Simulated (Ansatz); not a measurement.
# TiS2, response to strain

Base system: TiS$_{2}$ in the CdI2 type structure (space group P-3m1, No. 164; a = 3.3594 Å, c = 5.5200 Å; layered, stacked along the Cartesian z axis; relaxed with 0.1 eV smearing). Axes: x lies along a and z along c of the hexagonal cell.

Strains are applied to the cell and any free atomic positions relax; under biaxial strain the out-of-plane vector relaxes too.

Level of theory: PBE-D3(BJ) (Ansatz, a first-principles code; PAW; 420 eV plane waves; no spin-orbit coupling).

```tsv
biaxial strain, plane normal [001], relaxed out of plane (%)	out-of-plane strain (%)
0	0.00
0.8	-0.36
1.16	-0.51
1.53	-0.67
3.36	-1.43
4.22	?
4.75	-2.04
```

**Question.** Fit ε⊥ = −νε + γε² (strains in %) to the rows shown and predict the withheld row.

**Answer.** Least squares on the printed values gives ν = 0.44 (the biaxial Poisson response) and γ = 0.002 (largest residual 0.02 %); this predicts -1.81 %, and the run gives -1.80 %, in agreement.

Stability against distortions was not tested. All final runs are without spin polarisation.
